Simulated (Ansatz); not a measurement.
The starting structures come from a database of crystals and need not be the phases stable at ambient conditions.

 Where the default PAW files enter, the runs use the earlier of Ansatz's two default sets.

# Evanescent states of Sr₂H₃I (P-3m1, not sure to be the ambient phase, 6 atoms a cell, 19.1 Å³ an atom) along the normal of (100)

These are r2SCAN (plane waves, PAW; Ansatz, a program for electronic structure) values and carry that method's errors.

The gap is the functional's own. No spin-orbit coupling. Mid-gap values are interpolated on the energy grid.

Energies count from the valence-band top; κ is the least over a 8×4 mesh across the current.

```
E (eV)  κ (1/Å)  where
------  -------  -----
0.07      0.065  off Γ
0.21      0.109  off Γ
0.35      0.137  off Γ
0.49      0.156  off Γ
0.63      0.171  off Γ
0.77      0.182  off Γ
0.91      0.191  off Γ
1.05      0.197  off Γ
1.19      0.201  off Γ
1.33      0.204  off Γ
1.47      0.205  off Γ
1.61      0.205  off Γ
1.75      0.203  off Γ
1.89      0.199  off Γ
2.03      0.194  off Γ
2.17      0.188  off Γ
2.31      0.166  off Γ
2.45      0.133  off Γ
2.59      0.082  off Γ
```

**Question.** How thick must the barrier be to attenuate the transmission by 10^6 when the electrodes' Fermi level lies at 1.61 eV, and what attenuation does that film give at 0.77 eV?

**Answer.** d = 6 ln 10 / (2 × 0.205) = 33.7 Å. At 0.77 eV it gives 6 × 0.182/0.205 = 5.3 decades.
